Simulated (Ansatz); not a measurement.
ZrTeSe (P4/nmm): band-structure transport figures

Data:

```
CELL_PARAMETERS angstrom
      4.28972     0.00000     0.00000
      0.00000     4.28972     0.00000
      0.00000     0.00000     7.58790
ATOMIC_POSITIONS crystal
  Zr 0.50000 0.00000 0.27138
  Zr 0.00000 0.50000 0.72862
  Te 0.50000 0.50000 0.00000
  Te 0.00000 0.00000 0.00000
  Se 0.50000 0.00000 0.62955
  Se 0.00000 0.50000 0.37045
```

Computed with PBEsol with spin-orbit coupling, rigid bands (plane waves, PAW; Ansatz, a program for electronic structure). Condition of this run: spin-orbit coupling switched on. Geometry: cell and atoms relaxed with PBEsol.

```json
{
 "density of states at the Fermi level": "4.20 states/(eV·cell), both spins",
 "bare Sommerfeld coefficient": "1.65 mJ/(mol of atoms·K²)",
 "drude_plasma_energy": "4.3 (x), 4.3 (y), 1.51 (z) eV",
 "root-mean-square Fermi velocity": "4.1e5 m/s",
 "resistivity times τ": "26 (x), 26 (y), 220 (z) ×10⁻²² Ω·m·s"
}
```

A metal at this level (no band gap); rigid bands, thermally averaged at 300 K, both spins. τ is one relaxation time for all states.

Computed structure with no diffraction record at hand here (it may be known, metastable or hypothetical): ZrTeSe (P4/nmm).
